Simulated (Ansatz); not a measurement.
C11b WSi2 was calculated with PBE0 (plane waves, PAW; Ansatz, a quantum-chemistry and plane-wave program).

Numerical settings: plane-wave cutoff 460 eV, 12×12×12 k mesh, Fermi–Dirac smearing 0.05 eV, no spin polarisation, scalar-relativistic PAW data made under PBE.

Computed at the level's own relaxed cell.

Question: What does this level give for the equilibrium lattice constant a and lattice parameter c?

Answer: 
- equilibrium lattice constant a = 3.206 Å
- lattice parameter c = 7.794 Å

Measured, for comparison: lattice constant a 3.214 Å, lattice parameter c 7.831 Å (temperature not stated, no zero-point or thermal correction; as tabulated in Pavlosiuk et al. (2022), arXiv:2202.05362). Computed (rounded) less measured: lattice constant a -0.2 %, lattice parameter c -0.5 %. A static lattice is as a rule a little smaller and stiffer than an uncorrected measurement, which narrows the difference in the lattice parameter c and would widen misses of the other sign.

Note: the run has no spin polarisation, so it can have missed a magnetic state.

Spin–orbit coupling is not included.

Computed values are for the static lattice.

The result took around 2.6 core-hours (rough).
